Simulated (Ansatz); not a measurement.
The reference is an 8-atom supercell of BeTe in the zinc blende structure (space group F-43m, No. 216; a = 5.664 Å) at its relaxed geometry.

Computed with plane-wave PAW DFT at the PBE level (Ansatz, a first-principles code, 420 eV), scalar-relativistic without spin-orbit coupling.

For the base:

Pressure: 0.0 GPa

Modification: a neutral Li interstitial (started 2.31 Å from the nearest host atom), atoms relaxed at fixed cell, starting from a slightly rattled geometry.

Task: What happens to the largest displacement of a host atom from its site in the perfect cell, final site of the added atom and pressure?

Result: The largest displacement of a host atom from its site in the perfect cell comes out as 0.08 Å; the final site of the added atom amounts to 4 Te at 2.53 Å (tetrahedral); the pressure goes from zero to 3.1 GPa.

Other magnetic orders, which the real material may have, were not ruled out. The cell is small, so the values are those of an ordered compound at a high defect concentration; dilute-limit values will differ. A case with no gap was solved on a k-mesh chosen for an insulator, which is coarse for it. Starting moments died away, wholly or in part, for Li interstitial (started 2.31 Å from the nearest host atom); another magnetic solution may exist. The defect cell is spin-polarised and ends with 0.1 μB.
